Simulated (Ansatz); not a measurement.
SiO2: pressure series

The parent structure is SiO2 (space group P3_121, No. 152; a = 4.9484 Å, c = 5.4413 Å).

Cell and atoms are relaxed at each pressure.

Level of theory: Ansatz (a quantum-chemistry and plane-wave program) PBEsol, no spin-orbit coupling, earlier PAW set.

Candidates:
(a) pressure 30 GPa
(b) pressure 9 GPa
(c) pressure −1 GPa
(d) pressure 1.8 GPa
(e) pressure 4.2 GPa

For the base:

The band gap is 5.72 eV.

### Question
Order them by band gap, lowest first.

### Answer
(c) pressure −1 GPa (5.64 eV), (d) pressure 1.8 GPa (5.85 eV), (e) pressure 4.2 GPa (5.99 eV), (b) pressure 9 GPa (6.23 eV), (a) pressure 30 GPa (6.69 eV)

Load acts through the strain it causes; cell and atoms are relaxed under it. No phonon test of stability was made. Competing high-pressure phases were not computed.
